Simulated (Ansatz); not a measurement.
Base system: Zr in the hcp (Mg type) structure (space group P6_3/mmc, No. 194).

```xyz
2
Lattice="3.2460 0.0000 0.0000 -1.6230 2.8111 0.0000 0.0000 0.0000 5.1507" Properties=species:S:1:pos:R:3 pbc="T T T"
Zr     0.0000     1.8741     3.8630
Zr     1.6230     0.9370     1.2877
```

Cartesian axes are those of the cell as printed.

Method: r2SCAN (Ansatz, a first-principles code; PAW; 500 eV plane waves; no spin-orbit coupling).

Base values:

```
Quantity                         Value
-----------------------------  -------
Pressure                       0.0 GPa
Shortest interatomic distance  3.185 Å
Band gap                          zero
```

Perturbation: uniaxial strain ε_xx = −0.83 %, all other strain components held at zero, atoms relaxed at fixed cell.

Task: How does this affect the pressure, shortest interatomic distance, energy relative to the base and band gap?

Result: The pressure (mean of the normal stresses, compression positive) goes from zero to 0.8 GPa; the shortest interatomic distance drops by 0.010 Å (3.185 Å → 3.175 Å); the energy rises by 0.8 meV/atom; the band gap remains zero.

Without a gap, meshes like the base's 16×16×9 leave anisotropic stresses uncertain by several tenths of a GPa, and small strain energies with them. Whether these cells are dynamically stable was not tested. All final runs are without spin polarisation.
